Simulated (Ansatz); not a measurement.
Take ZnS in the wurtzite structure (space group P6_3mc, No. 186; a = 3.806 Å, c = 6.245 Å) as the base.

Computed with r2SCAN (Ansatz, a quantum-chemistry and plane-wave program; PAW; 500 eV plane waves; no spin-orbit coupling).

Base values:

| Item | Result |
|---|---|
| Volume per atom | 19.59 Å³ |
| Band gap | 2.78 eV |

It is then changed as follows: a hydrostatic pressure of 3 GPa.

Problem. What happens to the volume per atom?

Solution. The volume per atom drops by 0.681 Å³, from 19.59 Å³ to 18.90 Å³.

Problem. What does the calculation give for the band gap after the change?

Solution. The band gap increases by 0.16 eV to 2.94 eV.

Load acts through the strain it causes; cell and atoms are relaxed under it. Whether these cells are dynamically stable was not tested. Tetrahedral semiconductors of this kind turn to denser phases somewhere between about 1 and 50 GPa; those were not computed, so compressed cells here can lie past the real transition.
